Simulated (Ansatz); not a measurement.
Formation energy of the bound charge states of C interstitial in metastable 2H silicon carbide (start: void with 3C3Si nearest; 96-site cell, 2×2×2 shifted sampling) against the Fermi level, C-rich (Δμ(C) = 0.00 eV; only phases computed here count, gases as isolated molecules at 0 K). Method: PBE, PAW (plane waves to 420 eV; Ansatz, an electronic-structure program).

Cell and caveats: 96-site cell; 2×2×2 shifted k-points; host gap 2.31 eV; charged states image-corrected; not converged in cell size; flagged in the runs: a doubtful potential alignment, a host whose relaxation on this sampling wasn't shown to rest, a strain field that reaches the edge of the cell.

```tsv
E_F − E_VBM (eV)	q = +2	q = +1	q = 0
0.00	4.96	5.29	6.37
0.29	5.53	5.58	6.37
0.58	6.11	5.87	6.37
0.87	6.69	6.16	6.37
1.15	7.26	6.45	6.37
1.44	7.84	6.74	6.37
1.73	8.42	7.03	6.37
2.02	8.99	7.31	6.37
2.31	9.57	7.60	6.37
```

Crossings of the lowest lines: (+2/+1) at 0.34 eV; (+1/0) at 1.07 eV.
